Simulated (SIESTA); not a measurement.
Band structure of YSF (P4/nmm, 6 atoms in the cell).

```yaml
crystal:
  lattice:
    - [3.76469, 0.00000, 0.00000]
    - [0.00000, 3.76469, 0.00000]
    - [0.00000, 0.00000, 6.81165]
  atoms:
    - { symbol: Y, position: [0.00000, 0.50000, 0.22723] }
    - { symbol: Y, position: [0.50000, 0.00000, 0.77277] }
    - { symbol: S, position: [0.00000, 0.50000, 0.64557] }
    - { symbol: S, position: [0.50000, 0.00000, 0.35443] }
    - { symbol: F, position: [0.00000, 0.00000, 0.00000] }
    - { symbol: F, position: [0.50000, 0.50000, 0.00000] }
```

Level of theory: GGA PBEsol, numerical atomic orbitals TZP, PseudoDojo PBEsol standard norm-conserving potentials (rewritten from UPF to PSML) (SIESTA).

Settings: XC.functional = GGA; XC.authors = PBEsol; potentials = PseudoDojo PBEsol standard; PAO.BasisSize = TZP; PAO.EnergyShift = 0.01 Ry; MeshCutoff = 300 Ry; kgrid.MonkhorstPack = 6 6 4; OccupationFunction = FD; ElectronicTemperature = 10 K; MaxSCFIterations = 150; SCF.Mixer.Method = Pulay; SCF.Mixer.Weight = 0.1; SCF.Mixer.History = 8; SCF.DM.Tolerance = 1.0E-05.

The starting cell comes from a database of computed structures (which also holds hypothetical and non-ambient phases and stackings), without a prior relaxation at this level. Its lattice was rescaled by a random factor within 2.5 % of one. Values carry the incompleteness of an atom-centred basis.

Problem. Predict the gap along the standard path and the places of the band edges.

Solution. The gap along the path is 1.17 eV, direct at Γ to within 0.01 eV.

Levels in eV from the top of the valence band on the path, bands 21 to 25:
| point | 21 | 22 | 23 | 24 | 25 |
|---|---|---|---|---|---|
| Γ | -1.71 | -0.22 | 0.00 | 0.00 | 1.17 |
| X | -1.74 | -1.74 | -1.13 | -1.13 | 3.62 |
| M | -1.77 | -1.77 | -1.31 | -1.31 | 4.75 |
| Z | -1.61 | -1.03 | -0.07 | -0.07 | 1.72 |
| R | -1.67 | -1.67 | -0.86 | -0.86 | 3.95 |
| A | -1.54 | -1.54 | -1.35 | -1.35 | 4.72 |

Higher empty bands are left out: an atom-centred basis made for the valence describes them poorly.
